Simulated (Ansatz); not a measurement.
BN (R3m, No. 160, 2 atoms in the cell; start mp-714851; a measured phase of this formula has another space group) was calculated with r²SCAN+rVV10 (plane waves, PAW; Ansatz, an electronic-structure program).

Run with plane-wave cutoff 560 eV, 16×16×12 k mesh (along the axes of the cell as run), Fermi–Dirac smearing 0.01 eV, scalar-relativistic PAW data made under PBE.

Computed at the level's own relaxed cell.

```yaml
crystal:
  lattice:
    - [2.48790, 0.00293, 0.24758]
    - [-1.23416, 2.16021, -0.24772]
    - [-0.32850, -1.25469, 3.31441]
  atoms:
    - { symbol: B, position: [0.00857, 0.00896, 0.00616] }
    - { symbol: N, position: [0.67554, 0.34289, 0.00703] }
```

Q: List the 5 lowest band energies at Γ above −25 eV (eV, relative to the valence band maximum), grouping those that round alike.

A: At Γ: -18.90, -4.17, -1.37 (×2), 5.62.

A start named mp-… is a Materials Project structure, which need not be a measured phase.
